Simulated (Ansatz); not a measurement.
The parent structure is CdSe in the zinc blende structure (space group F-43m, No. 216; a = 6.0816 Å). Axes: x, y, z lie along the cube axes.

Calculations: PBEsol/PAW in Ansatz (a program for electronic structure), without spin-orbit coupling.

Strains are applied to the cell and any free atomic positions relax.

One change was made to it. Results:

```tsv
quantity	base	after
largest internal atomic displacement	–	0.022 Å
energy relative to the base (free energy F)	0 meV/atom	+2.3 meV/atom
band gap	0.48 eV	0.40 eV
```

Problem. Name the change that was made.
A. tensor shear ε_xy = +1.71 %
B. tensor shear ε_xy = +1.14 %
C. tensor shear ε_xy = +0.86 %

Solution. A, tensor shear ε_xy = +1.71 %. For comparison, the energy relative to the base in the other runs: tensor shear ε_xy = +1.14 % gives +1.0 meV/atom; tensor shear ε_xy = +0.86 % gives +0.6 meV/atom.

Whether these cells are dynamically stable was not tested.
